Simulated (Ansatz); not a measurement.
This Ansatz (an electronic-structure program) input is the reference run, YN in the rock salt structure (space group Fm-3m, No. 225), computed with PBE in Ansatz (plane waves to 420 eV, PAW, without spin-orbit coupling):

Ansatz 0.2 input:
```yaml
crystal:
  lattice:
    - [0, 2.4529181746, 2.4529181746]
    - [2.4529181746, 0, 2.4529181746]
    - [2.4529181746, 2.4529181746, 0]
  atoms:
    - { symbol: Y, position: [0.5, 0.5, 0.5] }
    - { symbol: N, position: [0, 0, 0] }
basis: { ecutwfc: 420, ecutrho_ratio: 4, xc_grid: 2, fft_grid_basis: typed }
kpoints: { mp_grid: { grid: [27, 27, 27] } }
hamiltonian:
  xc: pbe
  dispersion: none
  pseudopotentials: { kind: paw }
scf: { occupations: { method: fermi_dirac, width: 0.0259 }, convergence: { dr2_threshold: 0.0000000002 } }
output: { forces: true, stress: true }
checkpoint: { write: state.ck, write_every: 1000 }
```

Problem. Write the input for this change: electron doping at 2.0×10^21 cm⁻³ (0.0590 per cell), with a uniform compensating background at fixed cell and a 300 K Fermi–Dirac width.

Solution. 
Ansatz 0.2 input:
```yaml
crystal:
  lattice:
    - [0, 2.4529181746, 2.4529181746]
    - [2.4529181746, 0, 2.4529181746]
    - [2.4529181746, 2.4529181746, 0]
  atoms:
    - { symbol: Y, position: [0.5, 0.5, 0.5] }
    - { symbol: N, position: [0, 0, 0] }
basis: { ecutwfc: 420, ecutrho_ratio: 4, xc_grid: 2, fft_grid_basis: typed }
kpoints: { mp_grid: { grid: [27, 27, 27] } }
hamiltonian:
  xc: pbe
  dispersion: none
  pseudopotentials: { kind: paw }
total_charge: -0.059035
scf: { occupations: { method: fermi_dirac, width: 0.0259 }, convergence: { dr2_threshold: 0.0000000002 } }
relax: { f_tol: 0.005, max_steps: 30 }
output: { forces: true, stress: true }
checkpoint: { write: state.ck, write_every: 1000 }
```
This is the input that was run.

Carriers are added with a uniform compensating background; total energy and stress of such cells depend on the potential's zero and are not compared; many-body gap narrowing is missing at this level. No phonon test of stability was made.
